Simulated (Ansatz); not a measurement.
A self-consistent single point of K₂PbF₆ (Fm-3m, 9 atoms in the cell) with Ansatz (a program for electronic structure).

Computed with BLYP, default PAW files made with PBE (plane waves; Ansatz).

```
K2PbF6
1.0
    0.00000     4.38292     4.38292
    4.38292     0.00000     4.38292
    4.38292     4.38292     0.00000
K Pb F
2 1 6
Direct
  0.25000   0.25000   0.25000
  0.75000   0.75000   0.75000
  0.00000   0.00000   0.00000
  0.76300   0.23700   0.23700
  0.23700   0.76300   0.76300
  0.23700   0.76300   0.23700
  0.76300   0.23700   0.76300
  0.23700   0.23700   0.76300
  0.76300   0.76300   0.23700
```

Reference input (self-consistent single point, DFT, PBE, plane waves, default PAW files): kpoints.mp_grid.grid = 4 4 4; hamiltonian.xc = pbe; hamiltonian.pseudopotentials = {kind: paw} (the program's default PAW files); scf.occupations.method = gaussian; scf.occupations.width = 0.1 eV. This run's input differs from it in these lines:

Ansatz 0.2 input:
```diff
@@ -18,3 +18,3 @@
 hamiltonian:
-  xc: pbe
+  xc: blyp
   pseudopotentials: { kind: paw }
```

Log, with long lists cut:

```
SCF iter   1: F=—  HF=-19891.293273 eV  |F-HF|=—  |Δ(HF+E_count)|=         —  Δρ=9.62e-3  dr2=7.98e-2  ethr=1.77e-3  ⟨swp⟩=7.6  Hψ=1649  notcnv=0  defer=8
all-band conjugate gradients solve this SCF's bands
preconditioner: auto → Resta (q_TF=auto, 2.379 Å⁻¹)
SCF iter   2: F=—  HF=-19891.273573 eV  |F-HF|=—  |Δ(HF+E_count)|=   1.97e-2  Δρ=2.45e-3  dr2=6.62e-3  ethr=1.08e-4  ⟨swp⟩=2.1  Hψ=746  notcnv=0  defer=19
SCF iter   3: F=—  HF=-19891.272019 eV  |F-HF|=—  |Δ(HF+E_count)|=   1.55e-3  Δρ=1.13e-3  dr2=1.08e-3  ethr=8.95e-6  ⟨swp⟩=2.0  Hψ=483  notcnv=0  defer=19
SCF iter   4: F=—  HF=-19891.271702 eV  |F-HF|=—  |Δ(HF+E_count)|=   3.17e-4  Δρ=9.71e-5  dr2=2.48e-5  ethr=1.46e-6  ⟨swp⟩=2.2  Hψ=522  notcnv=0  defer=19
SCF iter   5: F=—  HF=-19891.271797 eV  |F-HF|=—  |Δ(HF+E_count)|=   9.48e-5  Δρ=2.25e-5  dr2=9.62e-7  ethr=3.35e-8  ⟨swp⟩=2.0  Hψ=490  notcnv=0  defer=19
SCF iter   6: F=-19891.271797 eV  HF=-19891.271797 eV  |F-HF|=1.23e-8  |Δ(HF+E_count)|=   4.09e-8  Δρ=3.84e-6  dr2=3.58e-8  ethr=1.35e-10  ⟨swp⟩=13.6  Hψ=2104  notcnv=0
SCF 1 converged in 6 iterations: F = -19891.271797 eV  dr2 = 3.58e-8
Free energy (F): -19891.271797 eV
Internal energy: -19891.271797 eV  (E = F + TS)
E sigma→0 (E₀):  -19891.271797 eV
Fermi energy:    2.321023 eV
--- Forces (eV/Å), atoms counted from 1 ---
  atom   1  K      0.00000000     0.00000000    -0.00000000
  atom   2  K      0.00000000     0.00000000     0.00000000
  atom   3  Pb    -0.00000000     0.00000000     0.00000000
  atom   4  F      0.52268766    -0.00000000    -0.00000000
  atom   5  F     -0.52268766     0.00000000     0.00000000
  atom   6  F      0.00000000     0.52268766     0.00000000
  atom   7  F     -0.00000000    -0.52268766     0.00000000
  atom   8  F     -0.00000000     0.00000000     0.52268766
  atom   9  F      0.00000000     0.00000000    -0.52268766
--- Stress (GPa, compression-positive) ---
        2.915482       0.000000      -0.000000
        0.000000       2.915482       0.000000
       -0.000000       0.000000       2.915482
  P = ⅓ Tr σ = 2.9155 GPa (29.155 kbar)
  The stress holds the Pulay correction. Without it, at fixed plane waves, as pw.x and ABINIT print it: P = 2.3419 GPa
```

The run converged in 6 iterations. Against the reference run the pressure goes from 1.47 to 2.92 GPa, the largest force goes from 0.286 to 0.523 eV/Å and the gap on the mesh goes from 3.787 to 3.748 eV.

The starting cell was generated: these elements placed on a structure prototype, without a prior relaxation; it need not be a known phase or ordering of this composition. Its lattice was rescaled by a random factor within 2.5 % of one. Spin-orbit coupling is off. Ansatz's pressure includes its estimate of the finite-basis (Pulay) stress. Without the estimate this run gives 2.34 GPa.
